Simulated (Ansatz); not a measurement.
The structure below was relaxed with PBE (Ansatz, a quantum-chemistry and plane-wave program), no SOC, at pressure −1 GPa.

```xyz
2
Lattice="0.0000 2.2768 2.2768 2.2768 0.0000 2.2768 2.2768 2.2768 0.0000" Properties=species:S:1:pos:R:3 pbc="T T T"
Hf     0.0000     0.0000     0.0000
N      2.2768     2.2768     2.2768
```

Problem. Find the space group and the Wyckoff positions.

Solution. Space group Fm-3m (No. 225); a = b = c = 4.554 Å, α = β = γ = 90.00°

| atom | site | symmetry | x | y | z |
|---|---|---|---|---|---|
| Hf | 4a | m-3m | 0.0000 | 0.0000 | 0.0000 |
| N | 4b | m-3m | 0.5000 | 0.5000 | 0.5000 |

Load acts through the strain it causes; cell and atoms are relaxed under it. Stability against distortions was not tested. The final runs are not spin-polarised. The cell was made from HfN in the rock salt structure (space group Fm-3m, No. 225) by this change: pressure −1 GPa.
